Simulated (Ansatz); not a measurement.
A self-consistent single point of Lu₂ZnTe₄ (Fd-3m, 14 atoms in the cell) with Ansatz (a quantum-chemistry and plane-wave program).

Method: PBE (plane waves, PAW; Ansatz).

```
Lu2ZnTe4
1.0
    0.00000     6.01705     6.01705
    6.01705     0.00000     6.01705
    6.01705     6.01705     0.00000
Lu Zn Te
4 2 8
Direct
  0.12500   0.12500   0.12500
  0.62500   0.12500   0.12500
  0.12500   0.62500   0.12500
  0.12500   0.12500   0.62500
  0.75000   0.75000   0.75000
  0.50000   0.50000   0.50000
  0.36260   0.36260   0.36260
  0.91220   0.36260   0.36260
  0.36260   0.91220   0.36260
  0.36260   0.36260   0.91220
  0.88740   0.88740   0.88740
  0.33780   0.88740   0.88740
  0.88740   0.33780   0.88740
  0.88740   0.88740   0.33780
```

Reference input (self-consistent single point, DFT, PBE, plane waves, default PAW files): basis.ecutwfc = 420 eV; kpoints.mp_grid.grid = 3 3 3; hamiltonian.xc = pbe; hamiltonian.pseudopotentials = {kind: paw} (the program's default PAW files); scf.occupations.method = cold; scf.occupations.width = 0.136 eV. This run's input differs from it in these lines:

Ansatz 0.2 input:
```diff
@@ -22,3 +22,3 @@
 basis:
-  ecutwfc: 420.0
+  ecutwfc: 295.0
 kpoints:
```

Log, with long lists cut:

```
SCF iter   1: F=—  HF=-121418.549537 eV  |F-HF|=—  |Δ(HF+E_count)|=         —  Δρ=2.03e-3  dr2=1.42e-2  ethr=1.77e-3  ⟨swp⟩=5.5  Hψ=2073  notcnv=0  defer=4
all-band conjugate gradients solve this SCF's bands
preconditioner: auto → Resta (q_TF=auto, 2.490 Å⁻¹)
SCF iter   2: F=—  HF=-121418.530223 eV  |F-HF|=—  |Δ(HF+E_count)|=   1.93e-2  S|Δr|=    0.00e0  Δρ=2.98e-3  dr2=1.95e-2  ethr=5.63e-6  ⟨swp⟩=3.0  Hψ=1233  notcnv=0  defer=4
   [... lines left out ...]
SCF iter   7: F=—  HF=-121418.527570 eV  |F-HF|=—  |Δ(HF+E_count)|=   8.11e-6  S|Δr|=    0.00e0  Δρ=1.24e-5  dr2=1.20e-6  ethr=4.61e-9  ⟨swp⟩=2.0  Hψ=1035  notcnv=0  defer=4
SCF iter   8: F=—  HF=-121418.527571 eV  |F-HF|=—  |Δ(HF+E_count)|=   1.11e-6  S|Δr|=    0.00e0  Δρ=3.40e-6  dr2=1.18e-7  ethr=4.76e-10  ⟨swp⟩=2.0  Hψ=811  notcnv=0  defer=4
SCF iter   9: F=-121418.527571 eV  HF=-121418.527571 eV  |F-HF|=1.42e-8  |Δ(HF+E_count)|=   1.32e-7  S|Δr|=    0.00e0  Δρ=1.04e-6  dr2=9.75e-9  ethr=3.97e-11  ⟨swp⟩=9.5  Hψ=2708  notcnv=0
SCF 1 converged in 9 iterations: F = -121418.527571 eV  dr2 = 9.75e-9
Stability not checked (fill_not_monotonic)
Free energy (F): -121418.527571 eV
Internal energy: -121418.532847 eV  (E = F + TS)
E sigma→0 (E₀):  -121418.529330 eV
Entropy (-TS):   0.005276 eV (0.377 meV/atom)
Fermi energy:    9.172762 eV
--- Forces (eV/Å), atoms counted from 1 ---
  atom   1  Lu     0.00000000    -0.00000000    -0.00000000
  atom   2  Lu     0.00000000    -0.00000000     0.00000000
  atom   3  Lu     0.00000000    -0.00000000    -0.00000000
  atom   4  Lu     0.00000000    -0.00000000     0.00000000
   [... lines left out ...]
  atom  14  Te     1.34792722     1.34792722    -1.34792722
--- Stress (GPa, compression-positive) ---
        6.516534      -0.000000       0.000000
        0.000000       6.516534      -0.000000
        0.000000       0.000000       6.516534
  P = ⅓ Tr σ = 6.5165 GPa (65.165 kbar)
  The stress holds the Pulay correction. Without it, at fixed plane waves, as pw.x and ABINIT print it: P = 1.8059 GPa
```

The run converged in 9 iterations. Against the reference run the free energy goes up by 81.6 meV/atom, the pressure goes from 6.38 to 6.52 GPa and the largest force hardly changes (2.329 to 2.335 eV/Å).

The starting cell was generated: these elements placed on a structure prototype, without a prior relaxation; it need not be a known phase or ordering of this composition. Forces in this geometry exceed 1 eV/Å. Ansatz's pressure includes its estimate of the finite-basis (Pulay) stress. Without the estimate this run gives 1.81 GPa. The cutoff lies below the one recommended for these files. The run gives no clean gap (levels at the Fermi energy touch, overlap or are partly filled at this smearing), which alone does not show that the compound is a metal.
